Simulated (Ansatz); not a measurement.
Hypothetical cubic perovskite CaSnSe3, response to strain

Base system: CaSnSe$_{3}$ in the cubic perovskite structure (space group Pm-3m, No. 221; a hypothetical phase, not in the database extracts checked).

```xyz
5
Lattice="5.2890 0.0000 0.0000 0.0000 5.2890 0.0000 0.0000 0.0000 5.2890" Properties=species:S:1:pos:R:3 pbc="T T T"
Ca     0.0000     0.0000     0.0000
Sn     2.6445     2.6445     2.6445
Se     0.0000     2.6445     2.6445
Se     2.6445     2.6445     0.0000
Se     2.6445     0.0000     2.6445
```

Cartesian axes are those of the cell as printed.

Strains are applied to the cell and any free atomic positions relax; under biaxial strain the out-of-plane vector relaxes too; under stress the whole cell relaxes.

Calculations: Ansatz (a first-principles code) PBE, spin-orbit coupling left out.

Notes on the quantities. energy relative to the base: free energy F; pressure: mean of the normal stresses, compression positive.

```tsv
case	energy relative to the base	space group	volume per atom	pressure
base	0 meV/atom	Pm-3m (No. 221)	29.59 Å³	0.0 GPa
biaxial strain −4.41 %, plane normal [001], relaxed out of plane	?	P4/mmm (No. 123)	?	?
biaxial strain −4.68 %, plane normal [110], relaxed out of plane	+31 meV/atom	Cmmm (No. 65)	28.26 Å³	2.6 GPa
uniaxial strain ε_xx = −3.65 %	+13 meV/atom	P4/mmm (No. 123)	28.51 Å³	1.9 GPa
uniaxial stress, 3 GPa compression along z	+7.9 meV/atom	P4/mmm (No. 123)	29.03 Å³	–
```

**Question.** Complete the table.

**Answer.** 
- biaxial strain −4.41 %, plane normal [001], relaxed out of plane, energy relative to the base: +43 meV/atom
- biaxial strain −4.41 %, plane normal [001], relaxed out of plane, volume per atom: 27.71 Å³
- biaxial strain −4.41 %, plane normal [001], relaxed out of plane, pressure: 3.9 GPa

Without a gap, meshes like the base's 9×9×9 leave anisotropic stresses uncertain by several tenths of a GPa, and small strain energies with them. Beyond what the load breaks, stability against distortions was not tested. All final runs are without spin polarisation. Many cubic perovskites are stable only at high temperature; tilts and polar distortions were not tested.
